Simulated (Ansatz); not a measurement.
Co₂Si (space group Pnma, No. 62; ferromagnetic)

```cif
data_Co8Si4
_chemical_formula_sum 'Co8 Si4'
_space_group_name_H-M_alt 'Pnma'
_space_group_IT_number 62
_space_group_name_Hall '-P 2ac 2n'
_cell_length_a 4.88329
_cell_length_b 3.71108
_cell_length_c 7.04170
_cell_angle_alpha 90.000
_cell_angle_beta 90.000
_cell_angle_gamma 90.000
loop_
_atom_site_label
_atom_site_type_symbol
_atom_site_symmetry_multiplicity
_atom_site_Wyckoff_symbol
_atom_site_fract_x
_atom_site_fract_y
_atom_site_fract_z
_atom_site_occupancy
Co1 Co 4 c 0.03638 0.25000 0.71746 1
Co2 Co 4 c 0.17328 0.25000 0.06463 1
Si1 Si 4 c 0.20259 0.25000 0.39427 1
```

Method: Ansatz (an electronic-structure program), PBE, PAW, cutoff 420 eV, no SOC. Γ-centred 8×10×6 mesh, Fermi–Dirac width 0.05 eV.

- Volume per atom: 10.63 Å³
- Density: 7.60 g/cm³
- Band gap: zero
- Magnetic state: ferromagnetic
- Total energy: -3629.816 eV/atom (σ→0; compares only within this code and set-up)

The magnetic state is the one reached from the starting moments; the real material's order can differ, and small cells can't hold many antiferromagnetic ones. No phonon test of stability was made.
